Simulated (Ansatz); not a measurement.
## Point defect H interstitial started at a bond centre in zinc-blende BN

Method: PBE, PAW (plane waves to 420 eV; Ansatz, an electronic-structure program). Cell: 64 sites, 2×2×2; final energies on a 2×2×2 shifted mesh. Site at the start: bond centre of B and N, 1.57 Å. Finite-size correction: monopole term and site-potential alignment. Dielectric constants: PBE linear response of the host. Host gap at this level: 4.46 eV. Finite-size and sampling errors can reach tenths of an eV here. Levels are measured in PBE's own, too narrow, gap. Spin–orbit coupling is left out. Each state is the lowest found from its start.

Formation energies E_f are given with the Fermi level at the valence-band maximum. Chemical conditions: N-rich (Δμ(H) = -0.34 eV, bounded by NH3 molecule; only phases computed here count, gases as isolated molecules at 0 K). Reference phases: H: H2 molecule in a box.

The name describes the start; the neighbours show where the added atom ended.

```tsv
charge	moment (μB)	largest move off a lattice site (Å)	neighbours of the added atom at the end (Å)	image correction with alignment (eV)	E_f, N-rich (eV)
+1	not spin-polarised	0.42	N 1.01, B 1.40, N 1.75, B 1.87, B 1.88	0.40	2.36
0	1.0	0.50	N 1.05, B 1.31	0.00	5.41
−1†	not spin-polarised	0.68	N 1.01, B 1.47	0.15	–
```

† Not settled in this cell, so no level is given: charge −1: a large or scattered potential alignment.

No other site or start that was run ended lower by more than 0.1 eV.

Transition levels above the valence-band maximum: ε(+1/0) = 3.05 eV. With a charge missing or unsettled, these needn't be thermodynamic levels.

Flagged in the runs: a doubtful potential alignment, a strain field that reaches the edge of the cell.
